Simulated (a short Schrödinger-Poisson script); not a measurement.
**MOS inversion layer, SiO2 on p-type Si(110)**

Structure: MOS inversion layer, SiO2 on p-type Si(110), at 300 K.

```csv
layer,material,thickness (nm),Na (cm⁻³)
1,SiO2,1.3,-
2,Si,1600,3.6e16
```

The device is made up for the run: typed textbook-type constants, with dimensions and the other settings drawn at random. SiO2: permittivity 3.9, conduction-band edge (eV) 3.15, gap (eV) 9, electron mass (mₑ) 0.5. Si: permittivity 11.7, conduction-band edge (eV) 0, gap (eV) 1.124, Nv at 300 K (cm⁻³) 3.1e19.

Channel valleys (confinement mass, in-plane density-of-states mass, number): Δ4 0.315, 0.324, 4; Δ2 0.19, 0.417, 2. At the gate the conduction-band edge of layer 1 lies 3.42 eV − eVg above the Fermi level of the channel; the field vanishes at the back. Gaps are held at their typed values at every temperature. Mesh 0.03 nm at interfaces.

Solved with a short Schrödinger-Poisson script written for these runs: 1D Poisson equation in equilibrium, electrons quantum, Hartree (BenDaniel-Duke, 12 states a valley, the channel's in-plane mass for all, wave functions free to enter the dielectric), parabolic valleys, classical holes, full ionisation, no traps, pinning or gate leakage.

```
Vg (V)  electrons (cm⁻²)  C (μF/cm²)  Δ4 E0 (meV)  Δ4 E1 (meV)  Δ2 E0 (meV)  Δ2 E1 (meV)
------  ----------------  ----------  -----------  -----------  -----------  -----------
0.05              2.59e8      0.0666        299.8        335.3        307.2        349.1
0.1               1.60e9      0.0720        252.3        288.6        259.8        302.7
0.15              9.74e9       0.114        205.2        242.6        213.0        257.0
0.2              5.20e10       0.306        161.4        200.0        169.5        214.8
0.25             1.93e11       0.696        126.7        167.5        135.3        182.8
0.3              4.60e11        1.04        103.2        147.2        112.6        163.0
0.35             8.20e11        1.27         87.1        134.7         97.5        151.1
0.4              1.24e12        1.43         75.3        126.6         86.6        143.5
0.45             1.70e12        1.54         66.1        120.9         78.3        138.2
0.5              2.20e12        1.62         58.6        116.8         71.7        134.5
0.55             2.71e12        1.69         52.2        113.7         66.2        131.7
0.6              3.25e12        1.75         46.7        111.3         61.5        129.5
0.65             3.80e12        1.79         41.9        109.4         57.5        127.8
0.7              4.37e12        1.83         37.5        107.9         53.9        126.4
0.75             4.95e12        1.87         33.6        106.7         50.7        125.4
0.8              5.53e12        1.90         30.0        105.7         47.7        124.5
0.85             6.13e12        1.92         26.7        104.9         45.1        123.7
0.9              6.73e12        1.95         23.6        104.2         42.6        123.1
0.95             7.34e12        1.97         20.7        103.6         40.3        122.6
1                7.96e12        1.99         17.9        103.2         38.2        122.2
1.05             8.58e12        2.00         15.3        102.8         36.1        121.9
```

Subbands count from the Fermi level.
